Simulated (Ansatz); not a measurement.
## InP: band gap against strain

InP (zinc blende, F-43m, 25.763 Å³/atom at rest) under an equal strain ε in the (111) plane with the normal axis free, as in a coherent film. r2SCAN in Ansatz, a plane-wave DFT program (PAW, default set), 500 eV, 10×10×10 Γ-centred mesh, Fermi-Dirac smearing 0.05 eV; ions are relaxed within the symmetry of each cell. Gaps are the smallest over the k-mesh and a band path, without spin-orbit coupling; in all rows the valence edge lies at Γ and the conduction edge at Γ.

Here s stands for strain and Eg for gap.

| strain (%) | gap (eV) |
|---|---|
| -2.50 | ? |
| -1.25 | 1.074 |
| -0.83 | 1.062 |
| -0.42 | 1.047 |
| 0.00 | 1.028 |

Fit Eg of the 4 rows that show it with a straight line. Means: s -0.62500, Eg 1.0528. About the means, the sum of products is -0.031825 and the sum of squares of s is 0.86530; the slope is their ratio. Least squares gives Eg = 1.0298 - 0.03678·s. Residuals (row less fit): -0.0018, 0.0017, 0.0018, -0.0018; standard error 0.0025 (degrees of freedom: 2). Over these rows the gap moves by -3.7 ± 0.3 eV per unit strain.

### Question
What does the fit predict for Eg at s = -2.50, and how far is the calculated value from it?

### Answer
Eg = 1.0298 - 0.03678 × (-2.50) = 1.1218 eV. The calculation gives 1.079 eV, 0.0428 eV below the prediction (83.9 % of the range of Eg in the table). The row lies outside the fitted rows, so this is an extrapolation. From the scatter of the fitted rows alone, a prediction at this place has a standard error of 0.0057 eV, so the miss is 7.5 times that.

One order more, fitted to all 7 runs of the series, follows each within 0.001, so the miss is the next term of a smooth law. Spin-orbit coupling is left out, which can shift this property for InP. Rows are the converged runs of the series near zero and its far end; series whose fitted rows scatter by over a few per cent of the range, as at a crossing or softening among them, aren't shown in this form. Most that stay on the fit to the last digits aren't either.
